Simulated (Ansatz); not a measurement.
# Pressure series in TaS2

Base system: TaS2 in the CdI2 type structure (space group P-3m1, No. 164; a = 3.329 Å, c = 5.785 Å; layered, stacked along the Cartesian z axis).

Cell and atoms are relaxed at each pressure.

Computed with DFT with PBE-D3(BJ), PAW potentials and a 420 eV plane-wave cutoff in Ansatz (a quantum-chemistry and plane-wave program), no spin-orbit coupling.

Notes on the quantities. enthalpy: H = E + PV relative to the base's energy.

```json
[
 {"change": "base", "enthalpy": "–", "lattice parameter a": "3.329 Å"},
 {"change": "pressure −2 GPa", "enthalpy": "-0.24 eV/atom", "lattice parameter a": "3.358 Å"},
 {"change": "pressure −1 GPa", "enthalpy": "-0.12 eV/atom", "lattice parameter a": "3.342 Å"},
 {"change": "pressure 1.8 GPa", "enthalpy": "+0.20 eV/atom", "lattice parameter a": "3.307 Å"},
 {"change": "pressure 4.2 GPa", "enthalpy": "+0.47 eV/atom", "lattice parameter a": "3.281 Å"},
 {"change": "pressure 9 GPa", "enthalpy": "+0.97 eV/atom", "lattice parameter a": "3.236 Å"},
 {"change": "pressure 18 GPa", "enthalpy": "+1.85 eV/atom", "lattice parameter a": "3.168 Å"},
 {"change": "pressure 30 GPa", "enthalpy": "+2.95 eV/atom", "lattice parameter a": "3.095 Å"},
 {"change": "pressure 45 GPa", "enthalpy": "+4.23 eV/atom", "lattice parameter a": "3.020 Å"},
 {"change": "pressure 60 GPa", "enthalpy": "+5.44 eV/atom", "lattice parameter a": "2.959 Å"}
]
```

Load acts through the strain it causes; cell and atoms are relaxed under it. Whether these cells are dynamically stable was not tested. No other phases were tried under pressure. The final runs are not spin-polarised. An odd electron count without spin: TaS2.
